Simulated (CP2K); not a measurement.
CP2K run on PbF2 (Fm-3m, 3 atoms in the cell): self-consistent single point.

Method: CP2K 2026.2 with PBE, GPW, DZVP-MOLOPT-SR-GTH basis, GTH-PBE potentials (GTH_POTENTIALS).

The change in words: lattice scaled by 0.98. Reference geometry:
```xyz
3
Lattice="4.2002 0.0000 0.0000 2.1001 3.6375 0.0000 2.1001 1.2125 3.4295" Properties=species:S:1:pos:R:3 pbc="T T T"
Pb     0.0000     0.0000     0.0000
F      2.1001     1.2125     0.8574
F      6.3003     3.6375     2.5721
```

Reference input (self-consistent single point, DFT PBE, GPW, DZVP-MOLOPT-SR-GTH basis, GTH-PBE potentials (GTH_POTENTIALS)): CUTOFF = 550 Ry; REL_CUTOFF = 50 Ry; SMEAR/METHOD = FERMI_DIRAC; ELECTRONIC_TEMPERATURE = 232.09 K; KPOINTS/SCHEME = MONKHORST-PACK 7 7 7; XC_FUNCTIONAL = PBE; Pb/BASIS_SET = DZVP-MOLOPT-SR-GTH-q4; Pb/POTENTIAL = GTH-PBE-q4; F/BASIS_SET = DZVP-MOLOPT-SR-GTH-q7; F/POTENTIAL = GTH-PBE-q7; METHOD = GPW; EPS_DEFAULT = 1e-11. This run's input differs from it in these lines:

```diff
@@ -63,5 +63,5 @@
     &CELL
-      A 4.20021400 0.00000000 0.00000000
-      B 2.10010700 3.63749200 0.00000000
-      C 2.10010700 1.21249700 3.42946100
+      A 4.11621000 0.00000000 0.00000000
+      B 2.05810500 3.56474200 0.00000000
+      C 2.05810500 1.18824700 3.36087100
       PERIODIC XYZ
```

Output, abridged:

```
 SCF WAVEFUNCTION OPTIMIZATION

  Step     Update method      Time    Convergence         Total energy    Change
     1 NoMix/Diag. 0.30E+00      -     0.55996708       -52.0296341270 -5.20E+01
     2 Broy./Diag. 0.30E+00      -     0.07427266       -48.9500290514  3.08E+00
     3 Broy./Diag. 0.30E+00      -     0.06226879       -51.3504407777 -2.40E+00
     4 Broy./Diag. 0.30E+00      -     0.01585856       -52.1571836397 -8.07E-01
     5 Broy./Diag. 0.30E+00      -     0.01973479       -51.8865825658  2.71E-01
     6 Broy./Diag. 0.30E+00      -     0.00198972       -52.1751751156 -2.89E-01
   [... 4 lines left out ...]
    11 Broy./Diag. 0.30E+00      -     0.00002654       -52.1565472834  3.82E-04
    12 Broy./Diag. 0.30E+00      -     0.00000297       -52.1567369600 -1.90E-04
    13 Broy./Diag. 0.30E+00      -     0.00000102       -52.1567028576  3.41E-05
    14 Broy./Diag. 0.30E+00      -     0.00000008       -52.1567155970 -1.27E-05
  *** SCF run converged in    14 steps ***

  Overlap energy of the core charge distribution:               0.00000000001510
  Self energy of the core charge distribution:               -135.93420417894765
  Core Hamiltonian energy:                                     37.79849930373993
  Hartree energy:                                              56.38394006699479
  Exchange-correlation energy:                                -10.40495078883874
  Electronic entropic energy:                                  -0.00000000000000
  Fermi energy:                                                 0.10741905189301

  Total energy:                                               -52.15671559703658
  Total energy (extrapolated to T->0):                        -52.15671559703658

                     Mulliken Population Analysis

   [... lines left out ...]

 STRESS| Analytical stress tensor [bar]
 STRESS|                        x                   y                   z
 STRESS|      x        7.67568696838E+04   2.06301503374E+02   1.45877183692E+02
 STRESS|      y        2.06301503374E+02   7.65187380136E+04   8.42394142991E+01
 STRESS|      z        1.45877183692E+02   8.42394142991E+01   7.64591918127E+04
 STRESS| 1/3 Trace                                             7.65782665034E+04
```

The run converged in 14 iterations. Against the reference run the free energy goes up by 31.0 meV/atom, the pressure goes from 2.30 to 7.66 GPa and the gap on the mesh goes from 4.396 to 4.378 eV.

The starting cell has typed, rounded lattice constants, without a prior relaxation at this level. For this run, on top of that: lattice scaled by 0.98. Spin-orbit coupling is off. Values carry the incompleteness of an atom-centred basis. With a pressure of about 8 GPa the cell is away from its equilibrium volume at this level.
